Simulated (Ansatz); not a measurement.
Ansatz (an electronic-structure program), DFT, HSE06, plane waves, its default PAW files, spin-polarised: rock-salt NiO (type II order), antiferromagnetic, 4 atoms, spin-polarised from an antiferromagnetic start (±2 μB on Ni). Basis and mesh were picked for this test and aren't claimed converged.

```
Quantity                                                                 Value
---------------------------------------  -------------------------------------
cell                                     5.12, 5.12, 5.12 Å; 33.6, 33.6, 33.6°
task                                                              single point
k mesh                                                                   4×4×4
hamiltonian.xc                                                           hse06
kind of files                                                              paw
scf.occupations.method                                                gaussian
scf.occupations.width                                                  0.05 eV
output.forces                                                             true
magnetization.spin_polarized                                              true
memory maximum (--max-ram)                                              200GiB
accuracy                                                      medium (default)
basis.precision                                                 auto (default)
basis.xc_grid                                                      2 (default)
scf.eigensolver.kind                                            auto (default)
scf.mixing.algorithm                                            auto (default)
scf.mixing.preconditioner                                       auto (default)
scf.convergence.dr2_threshold                                  1e-07 (default)
scf.lower_state_search                                         light (default)
k-points after symmetry (for each spin)                                     13
bands at the start                                                          32
electrons                                                                   48
plane waves at Γ                                                           683
cutoff (eV)                                                                420
FFT grid                                                              20×20×36
symmetry operations                                                         12
```

Hardware: Arm Neoverse V2, 96 cores on 1 socket, no SMT, 1 L3 cache group.

Each time is the median wall time of two to five repeats, run one at a time on the otherwise empty machine; start-up is included. Processes are pinned to neighbouring cores unless said otherwise. The times hold for this build (release build for Arm (Neoverse V2), one process with threads). Scratch files lie in a memory file system. The time of a restarted run leaves out the earlier run that it starts from.

All on 88 threads. Base settings, kept where nothing else is said: earlier_run = none (default), scf.eigensolver.mixed_precision = false (default) (checkpoint.read, scf.eigensolver.real_solve not set). The settings tried:
- checkpoint.read = first.ck, earlier_run = first_atom_moved_ang=0.03 orbitals_saved=true
- scf.eigensolver.mixed_precision = true
- scf.eigensolver.real_solve = false
- checkpoint.read = first.ck, earlier_run = first_atom_moved_ang=0 orbitals_saved=false hamiltonian.xc=pbe
- the base settings

Question: Which of them ends in the fewest SCF iterations (all cycles of the run, searches included), and which in the least time?

Answer: Fewest SCF iterations (all cycles of the run, searches included): checkpoint.read = first.ck, earlier_run = first_atom_moved_ang=0 orbitals_saved=false hamiltonian.xc=pbe (23). Shortest time: checkpoint.read = first.ck, earlier_run = first_atom_moved_ang=0 orbitals_saved=false hamiltonian.xc=pbe, 2.9 s. All converged. In the base run the program took: scf.mixing.algorithm MSR1, scf.mixing.preconditioner none, scf.eigensolver.kind davidson, --slots 26, --kpoint-pools 1.

```tsv
setting	SCF iterations (all cycles of the run, searches included)	applications of H to a band	exchange builds	wall time
checkpoint.read = first.ck, earlier_run = first_atom_moved_ang=0 orbitals_saved=false hamiltonian.xc=pbe	23	65144	8	2.9 s, no check of stability
the base settings	35	84292	8	3.2 s, no check of stability
scf.eigensolver.real_solve = false	35	84346	8	3.5 s, no check of stability
scf.eigensolver.mixed_precision = true	39	105042	8	3.6 s, no check of stability
checkpoint.read = first.ck, earlier_run = first_atom_moved_ang=0.03 orbitals_saved=true	28	73791	8	4.1 s, no check of stability
```

Keys are those of Ansatz 0.2.
